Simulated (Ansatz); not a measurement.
Ba under a change: pressure 7.5 GPa

The reference is Ba in the bcc (W type) structure (space group Im-3m, No. 229; a = 5.021 Å).

Perturbation: a hydrostatic pressure of 7.5 GPa.

Level of theory: plane-wave PAW DFT at the PBE level (Ansatz, a first-principles code, 420 eV), no spin-orbit coupling. Γ-centred 13×13×13 mesh, Fermi–Dirac width 0.05 eV.

```tsv
quantity	base	changed	shift
volume per atom	63.30 Å³	39.44 Å³	-23.86 Å³
shortest interatomic distance	4.348 Å	3.714 Å	-0.634 Å
enthalpy H = E + PV relative to the base's energy	–	+2.27 eV/atom	–
band gap	zero	zero	–
```

Final structure:

```
Ba
1.0
   -2.14429     2.14429     2.14429
    2.14429    -2.14429     2.14429
    2.14429     2.14429    -2.14429
Ba
1
Direct
  0.00000   0.00000   0.00000
```

Load acts through the strain it causes; cell and atoms are relaxed under it. No phonon test of stability was made. The base started in Cmcm and relaxed to Im-3m at this level. Measured, Ba leaves this structure (for hcp) near 5.5 GPa (temperature not stated; as listed in Olga Degtyareva, NATO science for peace and security series. B, Physics and biophysics (2010)).
